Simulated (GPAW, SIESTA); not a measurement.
A SIESTA input for a self-consistent single point of ZnSnP2 (I-42d, 8 atoms in the cell) (DFT, LDA PW92, numerical atomic orbitals DZP, PseudoDojo LDA standard norm-conserving potentials (rewritten from UPF to PSML)):

```
# files in the folder: Zn.psml Sn.psml P.psml (PseudoDojo LDA standard)
SystemName  ZnSnP2
SystemLabel siesta

NumberOfAtoms                8
NumberOfSpecies              3
%block ChemicalSpeciesLabel
  1 30 Zn
  2 50 Sn
  3 15 P
%endblock ChemicalSpeciesLabel
LatticeConstant              1.0 Ang
%block LatticeVectors
    -2.852552000    2.852552000    5.719924000
     2.852552000   -2.852552000    5.719924000
     2.852552000    2.852552000   -5.719924000
%endblock LatticeVectors
AtomicCoordinatesFormat      Bohr
%block AtomicCoordinatesAndAtomicSpecies
    -0.000000000    5.390542036    5.404544907  1
     0.000000000    0.000000000    0.000000000  1
     5.390542036    0.000000000    5.404544907  2
     0.000000000    0.000000000   10.809089814  2
     2.464771441    2.695271018    2.702272453  3
    -2.695271018    2.925770596    8.106817360  3
     2.925770596    2.695271018   13.511362267  3
     8.085813054    2.464771441   -2.702272453  3
%endblock AtomicCoordinatesAndAtomicSpecies

XC.functional                LDA
XC.authors                   PW92
PAO.BasisSize                DZP
PAO.EnergyShift              0.01 Ry
MeshCutoff                   300 Ry
%block kgrid.MonkhorstPack
    4   0   0  0.0
    0   4   0  0.0
    0   0   4  0.0
%endblock kgrid.MonkhorstPack
OccupationFunction           FD
ElectronicTemperature        10 K

MaxSCFIterations             150
SCF.Mixer.Method             Pulay
SCF.Mixer.Weight             0.2
SCF.Mixer.History            6
SCF.DM.Tolerance             1.0E-04
Diag.ParallelOverK           true
WriteForces                  true
```

Task: Translate this input to GPAW.

Result: One input that does it (others would too):

```python
from ase import Atoms
from ase.units import GPa
from gpaw import GPAW

atoms = Atoms(['Zn', 'Zn', 'Sn', 'Sn', 'P', 'P', 'P', 'P'],
              cell=[[-2.852552, 2.852552, 5.719924],
                    [2.852552, -2.852552, 5.719924],
                    [2.852552, 2.852552, -5.719924]],
              scaled_positions=[[0.750000, 0.250000, 0.500000],
                                [0.000000, 0.000000, 0.000000],
                                [0.250000, 0.750000, 0.500000],
                                [0.500000, 0.500000, 0.000000],
                                [0.375000, 0.353620, 0.478620],
                                [0.646380, 0.125000, 0.021380],
                                [0.875000, 0.896380, 0.521380],
                                [0.103620, 0.625000, 0.978620]],
              pbc=True)

calc = GPAW(mode={'name': 'pw', 'ecut': 850},
            xc='LDA',
            kpts={'size': (4, 4, 4), 'gamma': True},
            occupations={'name': 'fermi-dirac', 'width': 0.0},
            nbands=-4,
            convergence={'forces': 0.001, 'bands': -2},
            symmetry={'symmorphic': False, 'tolerance': 0.0005},
            maxiter=100,
            txt='-')

atoms.calc = calc

energy = atoms.get_potential_energy()
print('Energy (eV):', round(energy, 6))
forces = atoms.get_forces()
print('Forces (eV/Ang):')
print(forces.round(5))
stress = atoms.get_stress()
print('Stress (GPa, Voigt):', (stress / GPa).round(4))
```

Basis settings and potentials, where a program has them, do not carry over. This input uses DFT LDA (Perdew-Wang 92), plane waves, GPAW PAW datasets LDA (gpaw-data 1.0.1). LDA parametrisations can differ slightly between programs.

The starting cell comes from a database of computed structures (which also holds hypothetical and non-ambient phases and stackings), without a prior relaxation at this level. Its lattice was rescaled by a random factor within 2.5 % of one.
